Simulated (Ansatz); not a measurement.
An Ansatz (a first-principles code) input for TiTe2 alone, frozen as in the stack (TiTe2 octahedral (1T)):

Ansatz 0.2 input:
```yaml
crystal:
  lattice:
    - [6.507756443, 0.0, 0.0]
    - [-3.253878221, 5.635882401, 0.0]
    - [0.0, 0.0, 25.739]
  atoms:
    - { symbol: Te, position: [0.662896209, -0.004394092, 0.52434537] }
    - { symbol: Te, position: [1.004394092, 0.667290301, 0.52434537] }
    - { symbol: Te, position: [0.332709699, 0.337103791, 0.52434537] }
    - { symbol: Ti, position: [0.0, 0.0, 0.590182546] }
    - { symbol: Ti, position: [0.333333333, 0.666666667, 0.592375901] }
    - { symbol: Ti, position: [0.666666667, 0.333333333, 0.589573313] }
    - { symbol: Te, position: [0.668900696, 0.666220927, 0.658235875] }
    - { symbol: Te, position: [0.997320231, 0.331099304, 0.658235875] }
    - { symbol: Te, position: [0.333779073, 1.002679769, 0.658235875] }
  symmetry: { detect: true }
basis:
  ecutwfc: 420
  ecutrho_ratio: 4
  xc_grid: 2
kpoints:
  mp_grid: { grid: [6, 6, 1] }
hamiltonian:
  xc: pbe
  dispersion: d3bj
  pseudopotentials: { kind: paw }
scf:
  n_extra_bands: 24
  occupations: { method: fermi_dirac, width: 0.05 }
output:
  forces: true
  eigenvalues: true
efield:
  axis: 3
  dipole_correction: true
```

All values below come from PBE+D3(BJ) (plane waves to 420 eV, PAW; Ansatz). Scalar-relativistic, without spin–orbit coupling; the runs are not spin-polarised. Its k-point mesh 6×6×1, Fermi–Dirac width 0.05 eV. A dipole correction is on.

Problem. Write the closing report of this run, without the band table and long remarks, to eight decimals at most.

Solution. 
```
SCF converged after 8 iterations
Free energy (F): -49388.087774 eV
Harris-Foulkes:  -49388.087774 eV  (|F-HF|=1.89e-8)
Internal energy: -49388.049415 eV  (E = F + TS)
E sigma→0 (E₀):  -49388.068594 eV
Entropy (-TS):   -0.038359 eV (-4.262 meV/atom)
Fermi energy:    -1.003455 eV
Dipole field:    D = -0.001070 V/Å  (p = -0.005582 e·Å, saw-weighted, corrected)
Work function:   Φ+ = 4.8603 eV   Φ− = 4.8328 eV
Levels:          The Fermi level and band energies are counted from a zero that moves with the ramp; work functions are not
--- Per-component energies (eV) ---
  E_band       = -3480.024434
  E_kinetic    = 1897.726952
  E_local      = -125188.541474  (includes V_loc(G=0)·N_el)
  E_nonlocal   = -1836.281721
  E_hartree    = 62715.467595
  E_xc         = -1038.335792
  E_vxc        = -990.811146  (∫ρ·V_xc dr)
  E_paw        = -31117.393574  (= ΣΔE_a)
  E_vpaw       = -2793.053077  (= ΣTr[D̂ρ^β])
  E_aug_tail   = -0.000663  (compensation charges beyond the density's cutoff)
  E_efield     = 0.000003  (sawtooth field / dipole correction)
  E_vefield    = -0.000569  (∫n·V_field dr)
  E_ewald      = 45182.440903
  E_disp       = -3.131645  (pairwise vdW)
  E_smearing   = -0.038359  (= −TS)
  E_closure    = 0.000000  (closes the sum)
  Σ components = -49388.087774   (vs F -49388.087774, Δ=0.00e0)
--- Forces (eV/Å), atoms counted from 1 ---
  atom   1  Te     0.03858923     0.07313053    -0.11147754
  atom   2  Te    -0.08262751    -0.00314601    -0.11147754
  atom   3  Te     0.04403828    -0.06998452    -0.11147754
  atom   4  Ti     0.00000000    0.00000000     0.16677754
  atom   5  Ti     0.00000000     0.00000000     0.07670341
  atom   6  Ti     0.00000000    0.00000000     0.21620345
  atom   7  Te     0.00031772    -0.00384172    -0.04175794
  atom   8  Te    -0.00348589     0.00164571    -0.04175794
  atom   9  Te     0.00316817     0.00219601    -0.04175794
  max |Σ_I F_I| component: 2.20e-5 eV/Å
```

Cost: very roughly 60 core-seconds.
